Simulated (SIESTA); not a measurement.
Input and output of a self-consistent single point for RbRuF₆ (R-3m, 8 atoms in the cell) (SIESTA).

Method of the run: LDA PW92, numerical atomic orbitals DZP, PseudoDojo LDA standard norm-conserving potentials (rewritten from UPF to PSML) run with SIESTA.

The change in words: lattice scaled by 0.98. Reference geometry:
```yaml
crystal:
  lattice:
    - [3.78830, 2.18717, 2.48184]
    - [-3.78830, 2.18717, 2.48184]
    - [0.00000, -4.37435, 2.48184]
  atoms:
    - { symbol: Rb, position: [0.50000, 0.50000, 0.50000] }
    - { symbol: Ru, position: [0.00000, 0.00000, 0.00000], spin: 2.0 }
    - { symbol: F, position: [0.25993, 0.25993, 0.91880] }
    - { symbol: F, position: [0.74008, 0.74008, 0.08120] }
    - { symbol: F, position: [0.91880, 0.25993, 0.25993] }
    - { symbol: F, position: [0.08120, 0.74008, 0.74008] }
    - { symbol: F, position: [0.25993, 0.91880, 0.25993] }
    - { symbol: F, position: [0.74008, 0.08120, 0.74008] }
```
(The spins are starting values, not results.)

Reference input (self-consistent single point, DFT, LDA PW92, numerical atomic orbitals DZP, PseudoDojo LDA standard norm-conserving potentials (rewritten from UPF to PSML)): XC.functional = LDA; XC.authors = PW92; potentials = PseudoDojo LDA standard; PAO.BasisSize = DZP; PAO.EnergyShift = 0.01 Ry; MeshCutoff = 350 Ry; kgrid.MonkhorstPack = 3 3 3; OccupationFunction = FD; ElectronicTemperature = 50 meV; Spin = polarized; DM.InitSpin = [1 +0.00, 2 +2.00, 3 +0.00, 4 +0.00, 5 +0.00, 6 +0.00, 7 +0.00, 8 +0.00]; MaxSCFIterations = 150. This run's input differs from it in these lines:

```diff
@@ -13,5 +13,5 @@
 %block LatticeVectors
-     3.788296000    2.187174000    2.481838000
-    -3.788296000    2.187174000    2.481838000
-     0.000000000   -4.374348000    2.481838000
+     3.712530000    2.143431000    2.432201000
+    -3.712530000    2.143431000    2.432201000
+     0.000000000   -4.286861000    2.432201000
 %endblock LatticeVectors
@@ -19,10 +19,10 @@
 %block AtomicCoordinatesAndAtomicSpecies
-     0.000000000    0.000000000    3.722757000  1
+     0.000000000    0.000000500    3.648301500  1
      0.000000000    0.000000000    0.000000000  2
-    -0.000000000   -2.882148539    3.570496239  3
-     0.000000000    2.882148539    3.875017761  3
-     2.496013527    1.441074269    3.570496239  3
-    -2.496013527   -1.441074269    3.875017761  3
-    -2.496013527    1.441074269    3.570496239  3
-     2.496013527   -1.441074269    3.875017761  3
+    -0.000000000   -2.824505281    3.499085969  3
+    -0.000000000    2.824506281    3.797517031  3
+     2.446093204    1.412253360    3.499085969  3
+    -2.446093204   -1.412252360    3.797517031  3
+    -2.446093204    1.412253360    3.499085969  3
+     2.446093204   -1.412252360    3.797517031  3
 %endblock AtomicCoordinatesAndAtomicSpecies
```

Output, abridged:

```
        iscf     Eharris(eV)        E_KS(eV)     FreeEng(eV)     dDmax    Ef(eV) dHmax(eV)
   scf:    1    -7415.756222    -7473.922157    -7473.923968  0.539551 -1.238734 31.128205
     spin moment: {S} , |S| = {        0.0        0.0    2.99790 }     2.99790
   scf:    2    -7495.646548    -7485.418376    -7485.418950  0.276393 -2.988610 22.710721
     spin moment: {S} , |S| = {        0.0        0.0    2.99875 }     2.99875
   scf:    3    -7485.276353    -7495.872094    -7495.875625  0.486029 -6.881623  8.005729
     spin moment: {S} , |S| = {        0.0        0.0    2.98881 }     2.98881
   [... lines left out ...]
     spin moment: {S} , |S| = {        0.0        0.0    2.99988 }     2.99988
   scf:   10    -7498.692566    -7498.692704    -7498.692769  0.000534 -6.439661  0.051466
     spin moment: {S} , |S| = {        0.0        0.0    2.99988 }     2.99988
   scf:   11    -7498.692806    -7498.692785    -7498.692849  0.000497 -6.434629  0.001028
     spin moment: {S} , |S| = {        0.0        0.0    2.99989 }     2.99989
   scf:   12    -7498.692785    -7498.692785    -7498.692849  0.000004 -6.434696  0.000467
     spin moment: {S} , |S| = {        0.0        0.0    2.99989 }     2.99989
SCF Convergence by DM+H criterion
max |DM_out - DM_in|         :     0.0000040952
max |H_out - H_in|      (eV) :     0.0004671346
SCF cycle converged after 12 iterations

Using DM_out to compute the final energy and forces

siesta: E_KS(eV) =            -7498.6928

siesta: E_KS - E_eggbox =     -7498.6928

siesta: Atomic forces (eV/Ang):
     1   -0.000000    0.000000   -0.000000
     2   -0.000000   -0.000000   -0.000000
     3   -0.000000    1.744582    1.271502
     4    0.000000   -1.744582   -1.271502
     5   -1.510861   -0.872296    1.271510
     6    1.510861    0.872296   -1.271510
     7    1.510861   -0.872296    1.271510
     8   -1.510861    0.872296   -1.271510
   Tot   -0.000000    0.000000    0.000000
   Max    1.744582
   Res    1.079389    sqrt( Sum f_i^2 / 3N )
   Max    1.744582    constrained

   [... lines left out ...]
siesta: FreeEng =     -7498.692849
siesta: Cell volume =        116.126176 Ang**3
siesta:          79.31601112        220.52217369  kBar
   [... lines left out ...]
     1     0.359233    8.640767    0.017897  Rb
     2     1.130606   14.869394    2.010323  Ru
     3    -0.248307    7.248307    0.161944  F
     4    -0.248307    7.248307    0.161944  F
     5    -0.248307    7.248307    0.161944  F
     6    -0.248307    7.248307    0.161944  F
     7    -0.248307    7.248307    0.161944  F
     8    -0.248307    7.248307    0.161944  F
 Total     0.000000                2.999885
```

The run converged in 12 iterations. Against the reference run the free energy goes up by 20.9 meV/atom, the pressure goes from -0.06 to 7.93 GPa, the largest force goes from 0.795 to 2.159 eV/Å, the gap on the mesh moves little (0.946 to 0.938 eV) and the size of the net moment stays at 0.37 μB/atom.

The starting cell comes from a database of computed structures (which also holds hypothetical and non-ambient phases and stackings), without a prior relaxation at this level. Its lattice was rescaled by a random factor within 2.5 % of one. For this run, on top of that: lattice scaled by 0.98. With one magnetic atom in the cell only a parallel order is possible. Values carry the incompleteness of an atom-centred basis. The basis of the alkali or alkaline-earth atoms may lack their empty d shell, which can raise the gap. With a pressure of about 8 GPa the cell is away from its equilibrium volume at this level. Forces in this geometry exceed 1 eV/Å.

Cost on one core of a shared machine: roughly 30 s.
